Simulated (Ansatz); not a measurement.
Input:

Host crystal: beta Si3N4, with a band gap (PBE, scalar-relativistic without spin-orbit coupling).

End structure of OH on the 1x1 (0001) surface of beta Si3N4 (cut with top plane 4 N + 3 Si), one in a 1x1 cell, started at the site 'hollow Si':

```yaml
crystal:
  lattice:
    - [7.66371, 0.00000, 0.00000]
    - [-3.83185, 6.63697, 0.00000]
    - [0.00000, 0.00000, 26.50000]
  atoms:
    - { symbol: N, position: [0.03868, 0.70620, 0.35993] }
    - { symbol: N, position: [0.29380, 0.33248, 0.35993] }
    - { symbol: N, position: [0.66752, 0.96132, 0.35993] }
    - { symbol: N, position: [0.66667, 0.33333, 0.35223] }
    - { symbol: Si, position: [0.41253, 0.21195, 0.37053] }
    - { symbol: Si, position: [0.79942, 0.58747, 0.37053] }
    - { symbol: Si, position: [0.78805, 0.20058, 0.37053] }
    - { symbol: N, position: [0.33333, 0.66667, 0.41484] }
    - { symbol: N, position: [0.34317, 0.03739, 0.41778] }
    - { symbol: N, position: [0.69422, 0.65683, 0.41778] }
    - { symbol: N, position: [0.96261, 0.30578, 0.41778] }
    - { symbol: Si, position: [0.17978, 0.77408, 0.41319] }
    - { symbol: Si, position: [0.22592, 0.40570, 0.41319] }
    - { symbol: Si, position: [0.59430, 0.82022, 0.41319] }
    - { symbol: N, position: [0.03810, 0.70867, 0.47110] }
    - { symbol: N, position: [0.29133, 0.32943, 0.47110] }
    - { symbol: N, position: [0.67057, 0.96190, 0.47110] }
    - { symbol: N, position: [0.66667, 0.33333, 0.47170] }
    - { symbol: Si, position: [0.40377, 0.17997, 0.47411] }
    - { symbol: Si, position: [0.77620, 0.59623, 0.47411] }
    - { symbol: Si, position: [0.82003, 0.22380, 0.47411] }
    - { symbol: N, position: [0.33063, 0.66488, 0.52797] }
    - { symbol: N, position: [0.33061, 0.03778, 0.52822] }
    - { symbol: N, position: [0.70518, 0.66860, 0.52844] }
    - { symbol: N, position: [0.96133, 0.29096, 0.52869] }
    - { symbol: Si, position: [0.17728, 0.77616, 0.52771] }
    - { symbol: Si, position: [0.22303, 0.40291, 0.52596] }
    - { symbol: Si, position: [0.59286, 0.81842, 0.52556] }
    - { symbol: N, position: [0.03677, 0.70141, 0.58374] }
    - { symbol: N, position: [0.30494, 0.34106, 0.58216] }
    - { symbol: N, position: [0.65307, 0.96149, 0.58166] }
    - { symbol: N, position: [0.66742, 0.33245, 0.58538] }
    - { symbol: Si, position: [0.40623, 0.17752, 0.58559] }
    - { symbol: Si, position: [0.77427, 0.59519, 0.58607] }
    - { symbol: Si, position: [0.82078, 0.22347, 0.58656] }
    - { symbol: N, position: [0.32943, 0.66593, 0.64727] }
    - { symbol: N, position: [0.32650, 0.03468, 0.63774] }
    - { symbol: N, position: [0.69717, 0.66480, 0.63849] }
    - { symbol: N, position: [0.96152, 0.28322, 0.63912] }
    - { symbol: Si, position: [0.17417, 0.78243, 0.64196] }
    - { symbol: Si, position: [0.20221, 0.41455, 0.63002] }
    - { symbol: Si, position: [0.57578, 0.78408, 0.62849] }
    - { symbol: O, position: [0.02571, 0.70158, 0.69047] }
    - { symbol: H, position: [0.89010, 0.68258, 0.68403] }
```

Set-up: 44 atoms, 7.8 Å thick at the start under the adsorbate (thin: gaps and levels are the slab's own); mesh 3x3x1; 0.01 eV smearing; dipole correction on; single point; no symmetry held, on the structure that PBE left; spin-polarised, ending with about 1.0 μB a cell, a value that depends on the mesh; orders that need a larger cell were not tried, no spin-orbit, no U, no dispersion correction. Its gap by band count is narrow, 0.08 eV on this mesh, and the smearing reaches across it. The program's check for a lower electronic state was not made. At the end it is bonded to Si. In PBE it is, or lies within 0.03 eV of, the lowest of the starts that converged; the order may differ at this level.

A negative adsorption energy means that the adsorbate is more stable on the surface than in its reference.

Task: Predict the adsorption energy against H2O(g) − ½ H2(g) at the same level from r2SCAN, at the PBE geometry and the start's symmetry in Ansatz (a first-principles code).

Result: -1.37 eV

Task: Estimate the change of the step from the bottom to the top vacuum level, against the clean slab that r2SCAN, at the PBE geometry and the start's symmetry returns for this input.

Result: 0.52 eV
